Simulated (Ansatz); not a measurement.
End structure of a constructed model of the (0001) surface of hcp Ru, a pseudomorphic layer of Rh in the other hollow (bottom of the slab: a bare face, its two planes held):

```
CELL_PARAMETERS angstrom
      2.72140     0.00000     0.00000
     -1.36070     2.35680     0.00000
      0.00000     0.00000    29.50000
ATOMIC_POSITIONS crystal
  Ru 0.66667 0.33333 0.27478
  Ru 0.33333 0.66667 0.34754
  Ru 0.66667 0.33333 0.41971
  Ru 0.33333 0.66667 0.49314
  Ru 0.66667 0.33333 0.56578
  Ru 0.33333 0.66667 0.63802
  Rh 0.00000 0.00000 0.71144
```

Set-up: 7 atoms, 13.3 Å thick at the start with caps and adatoms (thin: gaps and levels are the slab's own); mesh 16x16x1; 0.1 eV smearing; dipole correction on; 2 atoms held, the rest relaxed; held to the start's symmetry, so lower structures may exist; no spin, no spin-orbit, no U. In PBE it lies 0.07 eV a 1x1 cell over the lowest computed structure of the same composition (a pseudomorphic layer of Rh in the host's stacking).

### Question
What is the computed work function of the top face (Ansatz (a program for electronic structure) with PBE)?

### Answer
4.95 eV
